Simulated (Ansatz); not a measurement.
Cubic perovskite KMgF3, treated with rVV10 in Ansatz (PAW).

Numerical settings: plane-wave cutoff 520 eV, 8×8×8 k mesh, Fermi–Dirac smearing 0.01 eV, scalar-relativistic PAW data made under PBE.

Pressure at four volumes; x = ln(V/12.925 Å³). One pressure is withheld.

```
V (Å³/atom)        x  P (GPa)
-----------  -------  -------
12.149       -0.0619        ?
12.408       -0.0408     3.33
12.925        0.0000     0.00
13.700        0.0582    -3.81
```

**Question.** Pass a parabola P(x) through the three rows shown, estimate the bulk modulus and its pressure derivative near zero pressure, and predict the withheld pressure.

**Answer.** Slopes between the rows: (0.00 − (3.33))/(0.0000 − (-0.0408)) = -81.62 and (-3.81 − (0.00))/(0.0582 − (0.0000)) = -65.46 GPa. Their difference over the span 0.0990 is c = 16.16/0.0990 = 163.2 GPa, so P(x) = 3.33 + (-81.62)(x − (-0.0408)) + 163.2 (x − (-0.0408))(x − (0.0000)). At the middle row B = −dP/dx = −[-81.62 + 163.2 × 0.0408] = 75.0 GPa, and B′ = dB/dP = 2c/B = 4.4. At x = -0.0619 the parabola gives 5.27 GPa; the run gives 5.30 GPa. The Birch–Murnaghan fit to the energies at all volumes has B0 = 74.5 GPa and B′ = 4.6.

Measured, for comparison: bulk modulus 75.1 GPa (room temperature, not corrected to a static lattice, our sources range from 71.2 to 75.1; as tabulated in Vaitheeswaran et al. (2007), arXiv:cond-mat/0703621). Computed (rounded) less measured: bulk modulus -0.8 % (inside the range of the sources held).

Ansatz is an electronic-structure program.
